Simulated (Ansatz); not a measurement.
**ZnSe, carrier doping**

The parent structure is ZnSe in the zinc blende structure (space group F-43m, No. 216; a = 5.6661 Å).

Carriers are added at fixed cell with a uniform background; the Fermi–Dirac width is that of 300 K.

Method: Kohn–Sham DFT with the r2SCAN functional, run in Ansatz (a program for electronic structure) with PAW and 500 eV plane waves, spin-orbit coupling left out, earlier PAW set.

Candidates:
(a) electrons 1.0×10^22 cm⁻³
(b) holes 1.0×10^21 cm⁻³
(c) electrons 2.0×10^21 cm⁻³

For the base:

- Gap between the host's bands = 1.86 eV

Task: Order them by gap between the host's bands, highest first.

Result: (b) holes 1.0×10^21 cm⁻³ (1.89 eV), (c) electrons 2.0×10^21 cm⁻³ (1.82 eV), (a) electrons 1.0×10^22 cm⁻³ (1.70 eV)

Carriers are added with a uniform compensating background; total energy and stress of such cells depend on the potential's zero and are not compared; many-body gap narrowing is missing at this level. Whether these cells are dynamically stable was not tested.
